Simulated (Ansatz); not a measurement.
Functionals compared on the (010) surface of polar orthorhombic HfO2 (a metastable polymorph) in its 1x1 cell (cut with top plane 2 O, bottom plane 2 O), outermost plane spacing 1.01 Å in the ideal cut, in Ansatz (plane waves, PAW). The structure was relaxed with PBE; the other rows are single points on it, each with its references at the same level. Cutoff 420 eV (500 eV for r2SCAN). Ionisation potential less electron affinity is the bulk band gap; PBE's edges come from a band calculation, the others move with the bulk's levels on the slab's mesh.

Model: 36-atom slab, Hf12O24, 14.5 Å thick at the start, 5x5x1 mesh, Fermi-Dirac 0.025 eV, dipole correction, all atoms relaxed; held to the start's symmetry, so lower structures may exist; no spin, no spin-orbit, no U. These notes are the PBE run's.

```tsv
functional	surface energy (J/m²)	ionisation potential (eV)	electron affinity (eV)	rough cost of the single point
PBE	1.76	7.52	3.16	–
LDA	___	___	___	very roughly 3 core-minutes
PBEsol	1.90	7.55	3.29	roughly 3 core-minutes
RPBE	1.55	7.37	2.93	roughly 3 core-minutes
r2SCAN	2.07	7.90	3.03	very roughly 5 core-minutes
```

Fill in the missing entries.


- LDA, surface energy (J/m²): 2.10
- LDA, ionisation potential (eV): 7.86
- LDA, electron affinity (eV): 3.68

Ansatz is a first-principles code.
